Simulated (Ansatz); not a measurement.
**Ge (model structure, started from the C4 type, I4₁32, No. 214, 4 atoms in the cell): cohesive energy by level of theory**

No measured value is used here.

```tsv
level (code)	value (eV/atom)	cell (Å³/atom)
PBE (Ansatz)	2.85	41.46
PBEsol (Ansatz)	___	39.30
PBE-D3(BJ) (Ansatz)	3.04	40.07
r²SCAN (Ansatz)	2.85	38.91
r²SCAN+rVV10 (Ansatz)	2.97	38.40
```

Q: What belongs in the gaps?

A: 
- PBEsol (Ansatz, a program for electronic structure), value (eV/atom): 3.18

Free atoms are spin-polarised, in the lowest state found; at levels without +SOC their spin–orbit coupling is left out.  Each level is taken at its own relaxed cell. Cutoffs differ between the levels. Ansatz's density-functional and Hartree–Fock values are scalar-relativistic unless marked +SOC, with PAW data made under PBE.

A model structure was made by putting elements into a prototype or built by hand; it is no filed structure, need not be a known phase, and can be a saddle point held by its symmetry.
